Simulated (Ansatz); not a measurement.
The parent structure is HfO₂ (space group P4_2/nmc, No. 137; a = 3.5675 Å, c = 5.1667 Å). Axes: x, y, z lie along a, b, c of the conventional cell.

Calculations: PBEsol/PAW in Ansatz (an electronic-structure program), scalar-relativistic without spin-orbit coupling, earlier PAW set.

Before the change:

* **Band gap**: 4.57 eV
* **Electron mass**: 0.94 mₑ along c, 0.79 mₑ across (at Γ)
* **Pressure**: 0.0 kbar

Perturbation: uniaxial strain ε_yy = −1.25 %, all other strain components held at zero, atoms relaxed at fixed cell.

Question: Estimate the effect on the band gap.

Answer: The band gap shrinks by 0.02 eV to 4.55 eV.

Question: What does the calculation give for the electron mass after the change?

Answer: The electron mass becomes 0.82 mₑ along x, 0.78 mₑ along y, 1.0 mₑ along z (at Γ) (base: 0.94 mₑ along c, 0.79 mₑ across (at Γ)).

Question: Predict the new largest internal atomic displacement.

Answer: The largest internal atomic displacement comes out as 0.012 Å.

Question: Estimate the effect on the pressure.

Answer: The pressure (mean of the normal stresses, compression positive) goes from zero to 30.3 kbar.

Spin-orbit coupling, missing from the scalar runs, can matter with Hf. Masses are band curvatures over ±0.01 Å⁻¹ around the edge. Stability against distortions was not tested. This is not the structure that HfO2 has at room temperature and ambient pressure.
